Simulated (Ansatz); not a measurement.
The starting structures come from a database of crystals and need not be the phases stable at ambient conditions.

 Where the default PAW files enter, the runs use the earlier of Ansatz's two default sets.

Here is the system:

```
CELL_PARAMETERS angstrom
      3.69160     0.00000     0.00000
      0.00000     6.48389     0.00000
      1.84580    -1.75762     5.76869
ATOMIC_POSITIONS crystal
  Ti 0.19529 0.71624 0.60942
  Ti 0.80471 0.28376 0.39058
  Ti 0.90007 0.71040 0.19986
  Ti 0.09993 0.28960 0.80014
  O  0.94165 0.36998 0.11670
  O  0.05835 0.63002 0.88330
  O  0.36193 0.70660 0.27614
  O  0.63807 0.29340 0.72386
  O  0.86719 0.00471 0.26562
  O  0.13281 0.99529 0.73438
  O  0.26349 0.34750 0.47302
  O  0.73651 0.65250 0.52698
```

Space group of this cell: C2/m. The cell is strained (all lengths scaled by 0.98); by r2SCAN its mean pressure is 7.7 GPa.

Transport runs along the normal of the first two printed cell vectors.

The gap is the functional's own. No spin-orbit coupling. Mid-gap values are interpolated on the energy grid.

Question: Predict the band gap and the smallest decay constant κ at mid-gap from r2SCAN in Ansatz (a first-principles code).

Answer: Gap 3.35 eV on a 8×6×8 mesh; κ = 0.399 1/Å, at (0.500, 0.000) of the in-plane reciprocal vectors. At the zone centre, at the nearest computed energy, the slowest state has κ = 0.54 1/Å.
